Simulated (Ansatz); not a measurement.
Step by step: formation energy of Cu_Zn in Zn (hcp, P6₃/mmc)

Consider the formation energy of Cu_Zn in Zn (hcp, P6₃/mmc). Reaction: 35 Zn (hcp) + Cu (fcc) → cell A.

A: a supercell of 36 sites of Zn (hcp, P6₃/mmc) with Cu on a Zn site (12 Zn at 2.63–2.84 Å); spin state with PBE: run without spin.

Ansatz (an electronic-structure program) with PAW potentials; structures come from PBE relaxations, nuclei static, no net charge. Ansatz runs with its PAW set soft_1. Other levels take these structures. The lattices are those relaxed with PBE, so at other levels the solids can be strained, which adds to the spread. Larger cells are relaxed from a start prepared with the learned potential CHGNet, on a coarser mesh till forces fall under 0.03 eV/Å, which some starts already meet. A dispersion term (D3(BJ), or D4 for r2SCAN) was computed beside these levels and is taken off wherever the name lacks it. Space groups of crystals are read within 0.01 Å. Mesh and cell size may move defect energies by 0.1 eV or more. Cell A has symmetry P-6m2 within 0.02 Å and got no random move, so less symmetric positions, which may lie lower, weren't tried.

Total energies of the cells in eV, at zero smearing width. They compare only within one column; the weights balance every element.

```csv
cell,atoms,weight,PBE,LDA
A: Zn:Cu_Zn,36,+1,-122791.54604,-120173.25414
Zn (hcp),36,−35/36,-119485.25851,-116863.83799
Cu (fcc),1,−1,-6625.18401,-6555.67190
```

PBE: (-122791.54604) − 35/36 × (-119485.25851) − (-6625.18401) = -0.138 eV.

LDA: (-120173.25414) − 35/36 × (-116863.83799) − (-6555.67190) = 0.038 eV.
